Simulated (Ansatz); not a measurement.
Pressure series in PbTe

The reference is PbTe in the rock salt structure (space group Fm-3m, No. 225; a = 6.5694 Å).

Cell and atoms are relaxed at each pressure.

All numbers come from PBE (Ansatz, an electronic-structure program; PAW; 420 eV plane waves; no SOC), earlier PAW set.

```json
[
 {"pressure (GPa)": "-2", "volume per atom (Å³/atom)": "37.609"},
 {"pressure (GPa)": "-1", "volume per atom (Å³/atom)": "36.440"},
 {"pressure (GPa)": "0", "volume per atom (Å³/atom)": "35.439"},
 {"pressure (GPa)": "0.7", "volume per atom (Å³/atom)": "34.830"},
 {"pressure (GPa)": "1.5", "volume per atom (Å³/atom)": "34.199"},
 {"pressure (GPa)": "3", "volume per atom (Å³/atom)": "33.147"},
 {"pressure (GPa)": "5", "volume per atom (Å³/atom)": "31.978"},
 {"pressure (GPa)": "7.5", "volume per atom (Å³/atom)": "?"},
 {"pressure (GPa)": "10", "volume per atom (Å³/atom)": "29.755"}
]
```

### Question
Fit the third-order Birch–Murnaghan form P(V) = (3B₀/2)[(V₀/V)^(7/3) − (V₀/V)^(5/3)]·[1 + (3/4)(B₀′ − 4)((V₀/V)^(2/3) − 1)] (squares taken in P) to the rows shown and predict the withheld row.

### Answer
Least squares on the printed values gives V₀ = 35.445 Å³/atom, B₀ = 38.5 GPa, B₀′ = 4.5; this predicts 30.767 Å³/atom, and the run gives 30.770 Å³/atom, 0.003 higher.

Measured bulk modulus of PbTe: 39.8 GPa (room temperature; as listed in Kerstin Hummer, Andreas Grüneis, Georg Kresse, Physical Review B (2007)); the computed value is for a static lattice, so the two differ by thermal effects too.

Load acts through the strain it causes; cell and atoms are relaxed under it. No phonon test of stability was made. Competing high-pressure phases were not computed.
